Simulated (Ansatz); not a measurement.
**metastable zinc-blende AlN: the defect Co on the Al site (Co_Al)**

All values below come from PBE, PAW (plane waves to 420 eV; Ansatz, a program for electronic structure). Cell: 64 sites, 2×2×2; final energies on a 2×2×2 shifted mesh. Site at the start: the Al site. Charged cells carry a point-charge image correction with potential alignment at far atoms. Dielectric constants: PBE linear response of the host. Host gap at this level: 3.31 eV. Finite-size and sampling errors can reach tenths of an eV here. Levels are measured in PBE's own, too narrow, gap. Spin–orbit coupling is left out, and no Hubbard U is applied to the open shells. Each state is the lowest found from its start.

Formation energies E_f are given with the Fermi level at the valence-band maximum. Chemical conditions: Al-rich (Δμ(Al) = 0.00 eV, Δμ(Co) = -1.77 eV, bounded by Al9Co2 (P2_1/c); only phases computed here count, gases as isolated molecules at 0 K). Reference phases: Al: fcc Al, Co: hcp Co, ferromagnetic.

```
charge         moment (μB)  largest move off a lattice site (Å)  image correction with alignment (eV)  E_f, Al-rich (eV)  above the lowest spin state (eV)
------  ------------------  -----------------------------------  ------------------------------------  -----------------  --------------------------------
+1                     1.0                                 0.06                                  0.33               5.81                              0.00
+1                     5.0                                 0.03                                  0.35               5.89                              0.08
0                      4.0                                 0.05                                  0.00               6.58                              0.00
0†      not spin-polarised                                 0.03                                  0.00               7.44                              0.86
−1                     3.0                                 0.10                                  0.12               8.42                              0.00
−1                     3.0                                 0.10                                  0.12               8.42                              0.00
−2†                    2.0                                 0.16                                  0.71                  –                              0.00
−2†     not spin-polarised                                 0.13                                  0.72                  –                              0.88
```

† Not settled in this cell, so no level is given: charge −2: level within 0.1 eV of a band edge or past it.

Starting moments that weren't kept: charge −1 began with 1 μB and ended with 3.0.

Transition levels above the valence-band maximum: ε(+1/0) = 0.77 eV; ε(0/−1) = 1.84 eV. On the lower envelope of the bound states, inside the gap: (+1/0) at 0.77 eV; (0/−1) at 1.84 eV.

Flagged in the runs: a doubtful potential alignment.
